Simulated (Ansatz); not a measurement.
## KI in the rock salt structure (space group Fm-3m, No. 225)

```
KI
1.0
    0.00000     3.59121     3.59121
    3.59121     0.00000     3.59121
    3.59121     3.59121     0.00000
K I
1 1
Cartesian
  0.00000   0.00000   0.00000
  3.59121   3.59121   3.59121
```

The values are results of Kohn–Sham DFT with the PBE functional, run in Ansatz (a program for electronic structure) with PAW and 420 eV plane waves, no spin-orbit coupling, not measurements. k-mesh 8×8×8 (Γ-centred); smearing 0.05 eV (Fermi–Dirac).

- Volume per atom = 46.32 Å³
- Density = 2.98 g/cm³
- Band gap = 3.86 eV, direct at Γ
- Electron mass = 0.34 mₑ
- Hole mass (degenerate bands, along [100]) = 0.51, 2.8, 2.8 mₑ
- Lowest conduction-band minima above the VBM = Γ 3.86 eV; X along ⟨100⟩ 5.02 eV
- Total energy = -4526.849 eV/atom (σ→0; compares only within this code and set-up)

With I present, leaving out spin-orbit coupling can change the band edges. Masses are band curvatures over ±0.01 Å⁻¹ around the edge. Stability against distortions was not tested.
